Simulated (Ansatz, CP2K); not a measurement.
A CP2K input for a self-consistent single point of MoTe2 (P6_3/mmc, 6 atoms in the cell) (DFT PBE, GPW, DZVP-MOLOPT-SR-GTH basis, GTH-PBE potentials (GTH_POTENTIALS)):

```
&GLOBAL
  PROJECT bulk
  RUN_TYPE ENERGY_FORCE
  PRINT_LEVEL MEDIUM
&END GLOBAL
&FORCE_EVAL
  METHOD Quickstep
  STRESS_TENSOR ANALYTICAL
  &DFT
    BASIS_SET_FILE_NAME BASIS_MOLOPT
    POTENTIAL_FILE_NAME GTH_POTENTIALS
    &QS
      METHOD GPW
      EPS_DEFAULT 1E-10
    &END QS
    &MGRID
      CUTOFF 500
      REL_CUTOFF 50
      NGRIDS 5
    &END MGRID
    &SCF
      SCF_GUESS ATOMIC
      EPS_SCF 1E-7
      MAX_SCF 100
      ADDED_MOS 9
      &DIAGONALIZATION
        ALGORITHM STANDARD
      &END DIAGONALIZATION
      &MIXING
        METHOD BROYDEN_MIXING
        ALPHA 0.3
        NBUFFER 8
        BETA 1
      &END MIXING
      &SMEAR ON
        METHOD FERMI_DIRAC
        ELECTRONIC_TEMPERATURE [K] 580.23
      &END SMEAR
    &END SCF
    &KPOINTS
      SCHEME MONKHORST-PACK 6 6 2
      GAMMA_CENTERED T
    &END KPOINTS
    &XC
      &XC_FUNCTIONAL PBE
      &END XC_FUNCTIONAL
    &END XC
    &PRINT
      &MO
        EIGENVALUES T
        OCCUPATION_NUMBERS T
        NDIGITS 8
        FILENAME mo
        &EACH
          QS_SCF 0
        &END EACH
        ADD_LAST NUMERIC
      &END MO
      &MULLIKEN ON
      &END MULLIKEN
    &END PRINT
  &END DFT
  &SUBSYS
    &CELL
      A 3.51648000 0.00000000 0.00000000
      B -1.75824000 3.04536100 0.00000000
      C 0.00000000 0.00000000 13.94604000
      PERIODIC XYZ
    &END CELL
    &COORD
      SCALED
      Te       0.33333333     0.66666667     0.87900000
      Te       0.66666667     0.33333333     0.37900000
      Te       0.66666667     0.33333333     0.12100000
      Te       0.33333333     0.66666667     0.62100000
      Mo       0.33333333     0.66666667     0.25000000
      Mo       0.66666667     0.33333333     0.75000000
    &END COORD
    &KIND Te
      BASIS_SET DZVP-MOLOPT-SR-GTH-q6
      POTENTIAL GTH-PBE-q6
    &END KIND
    &KIND Mo
      BASIS_SET DZVP-MOLOPT-SR-GTH-q14
      POTENTIAL GTH-PBE-q14
    &END KIND
  &END SUBSYS
  &PRINT
    &FORCES ON
    &END FORCES
    &STRESS_TENSOR ON
    &END STRESS_TENSOR
  &END PRINT
&END FORCE_EVAL
```

**Question.** Translate this input to Ansatz (a quantum-chemistry and plane-wave program).

**Answer.** One input that does it (others would too):

Ansatz 0.2 input:
```yaml
# MoTe2
crystal:
  lattice:
    - [1.758240, -3.045361, 0.000000]
    - [1.758240, 3.045361, 0.000000]
    - [0.000000, 0.000000, 13.946040]
  atoms:
    - { symbol: Te, position: [0.333333, 0.666667, 0.879000] }
    - { symbol: Te, position: [0.666667, 0.333333, 0.379000] }
    - { symbol: Te, position: [0.666667, 0.333333, 0.121000] }
    - { symbol: Te, position: [0.333333, 0.666667, 0.621000] }
    - { symbol: Mo, position: [0.333333, 0.666667, 0.250000] }
    - { symbol: Mo, position: [0.666667, 0.333333, 0.750000] }
kpoints:
  mp_grid: { grid: [6, 6, 2] }
hamiltonian:
  xc: pbe
  pseudopotentials: { kind: paw }
scf:
  occupations: { method: fermi_dirac, width: 0.05 }
output:
  forces: true
  eigenvalues: true
  stress: true
```

Basis settings and potentials, where a program has them, do not carry over. This input uses DFT, PBE, plane waves, default PAW files.

The starting cell has typed, rounded lattice constants, without a prior relaxation at this level. Its lattice was rescaled by a random factor within 2.5 % of one.
